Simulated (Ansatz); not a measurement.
L1₀ (CuAu-type) CuAu, treated with PBE-D3(BJ) in Ansatz (PAW).

Run with plane-wave cutoff 520 eV, 20×20×16 k mesh (along the axes of the cell as run), Fermi–Dirac smearing 0.05 eV, no spin polarisation, scalar-relativistic PAW data made under PBE.

Cell (relaxed at this level):

AuCu is modelled in the tetragonal space group P4/mmm (No. 123), Pearson symbol tP2. Cell: a = b = 2.827 Å, c = 3.587 Å, α = β = γ = 90.00°. Cu on 1a has 8 Au at 2.686 Å and 4 Cu at 2.827 Å (cuboctahedral). Au on 1d is coordinated by 8 Cu at 2.686 Å and 4 Au at 2.827 Å (cuboctahedral). (Neighbours: up to the widest gap in distance over summed covalent radii, below 1.35, at either atom.)

Question: Give the computed bulk modulus and pressure derivative B′ of the bulk modulus.

Answer: 
- bulk modulus = 163 GPa
- pressure derivative B′ of the bulk modulus = 5.4

The run finds no gap.

Note: the bulk modulus comes from volumes at which shape and atoms were relaxed.

Spin–orbit coupling is not included; it can shift volumes and moduli of such heavy elements.

Ansatz is a quantum-chemistry and plane-wave program.
